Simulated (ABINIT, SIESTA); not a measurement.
A SIESTA input for a self-consistent single point of K3Cd (Fm-3m, 4 atoms in the cell) (DFT, LDA PW92, numerical atomic orbitals DZP, PseudoDojo LDA standard norm-conserving potentials (rewritten from UPF to PSML)):

```
# files in the folder: K.psml Cd.psml (PseudoDojo LDA standard)
SystemName  K3Cd
SystemLabel k3cd

NumberOfAtoms                4
NumberOfSpecies              2
%block ChemicalSpeciesLabel
  1 19 K
  2 48 Cd
%endblock ChemicalSpeciesLabel
LatticeConstant              1.0 Ang
%block LatticeVectors
     0.000000000    4.518133000    4.518133000
     4.518133000    0.000000000    4.518133000
     4.518133000    4.518133000    0.000000000
%endblock LatticeVectors
AtomicCoordinatesFormat      Ang
%block AtomicCoordinatesAndAtomicSpecies
     2.259066500    2.259066500    2.259066500  1
     6.777199500    6.777199500    6.777199500  1
     4.518133000    4.518133000    4.518133000  1
     0.000000000    0.000000000    0.000000000  2
%endblock AtomicCoordinatesAndAtomicSpecies

XC.functional                LDA
XC.authors                   PW92
PAO.BasisSize                DZP
PAO.EnergyShift              0.01 Ry
MeshCutoff                   300 Ry
%block kgrid.MonkhorstPack
    4   0   0  0.0
    0   4   0  0.0
    0   0   4  0.0
%endblock kgrid.MonkhorstPack
OccupationFunction           MP
OccupationMPOrder            0
ElectronicTemperature        50.0 meV

MaxSCFIterations             150
SCF.Mixer.Method             Pulay
SCF.Mixer.Weight             0.2
SCF.Mixer.History            6
SCF.DM.Tolerance             1.0E-04
Diag.ParallelOverK           true
WriteForces                  true
```

Q: Write the same calculation as an input for ABINIT.

A: This is the input that was run; spellings and numerical settings could be chosen otherwise.

```
# K3Cd, JTH v2.0 LDA PAW
pp_dirpath "./"
pseudos "K.LDA_PW-JTH.xml, Cd.LDA_PW-JTH.xml"
acell 12.0746034288 12.0746034288 12.0746034288
rprim
         0.0000000000    0.7071067812    0.7071067812
         0.7071067812    0.0000000000    0.7071067812
         0.7071067812    0.7071067812   -0.0000000000
natom 4
ntypat 2
znucl 19 48
typat 1 1 1 2
xred
         0.2500000000    0.2500000000    0.2500000000
         0.7500000000    0.7500000000    0.7500000000
         0.5000000000    0.5000000000    0.5000000000
         0.0000000000    0.0000000000    0.0000000000
ecut 42 Ry
pawecutdg 84 Ry
pawxcdev 0
occopt 7
tsmear 0.00183747
nband 27
kptopt 1
ngkpt 4 4 4
nshiftk 1
shiftk 0 0 0
nstep 80
toldfe 1.0e-09
prtwf 0
prtden 0
enunit 1
```

Basis settings and potentials, where a program has them, do not carry over. This input uses DFT, LDA (PW92), plane waves, PAW (JTH v2.0 LDA PAW). LDA parametrisations can differ slightly between programs. Both were run: pressure 0.24 GPa in SIESTA and -0.49 in ABINIT.

On SIESTA: the starting cell comes from a database of computed structures (which also holds hypothetical and non-ambient phases and stackings), without a prior relaxation at this level. For this run, on top of that: lattice scaled by 0.98. Values carry the incompleteness of an atom-centred basis.

On ABINIT: the starting cell comes from a database of computed structures (which also holds hypothetical and non-ambient phases and stackings), without a prior relaxation at this level. For this run, on top of that: lattice scaled by 0.98.
